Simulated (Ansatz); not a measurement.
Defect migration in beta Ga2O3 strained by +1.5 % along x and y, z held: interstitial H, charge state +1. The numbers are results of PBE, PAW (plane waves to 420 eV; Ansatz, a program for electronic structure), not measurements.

Cell of 120 host sites held at the strained lattice (strain from the relaxed PBE one, atoms relaxed); the Γ point alone; Fermi-Dirac width 0.01 eV, spin-restricted; finite-size errors left in. Energies are static. The charge state is imposed; whether it is stable for some Fermi level was not computed. Sites that were not tried may lie lower.

The step: several atoms move together, H the farthest; the atom moves 2.84 Å along (0.01, 0.00, 0.49) of the unit cell; the moving atom starts with neighbours O at 1.07, O at 1.41 Å and ends with O at 1.03, O at 1.60 Å. On the band's own sampling the forward barrier is 1.30 eV. Harmonic modes of the moving H atom alone, all others held, come from finite differences of 0.015 Å. The saddle point's order was not checked, and it lies on a symmetry element of the cell, where a band can be held.

### Question
Give the atom's modes at both geometries.

### Answer
start 38.4, 40.8, 56.0 THz; saddle point 23.9i, 18.3 and 113.1 THz.

### Question
What attempt frequency and zero-point change of the barrier follow from these modes alone, and what classical rate at 700 K?

### Answer
ν = (38.4 × 40.8 × 56.0) / (18.3 × 113.1) ≈ 42 THz. The zero-point energy changes the barrier by h/2 × (131.4 − 135.2) THz = -0.008 eV. The classical rate is ν exp(−1.30/0.0603) ≈ 20000 s⁻¹. One atom's modes give a rough prefactor, not that of the whole cell.
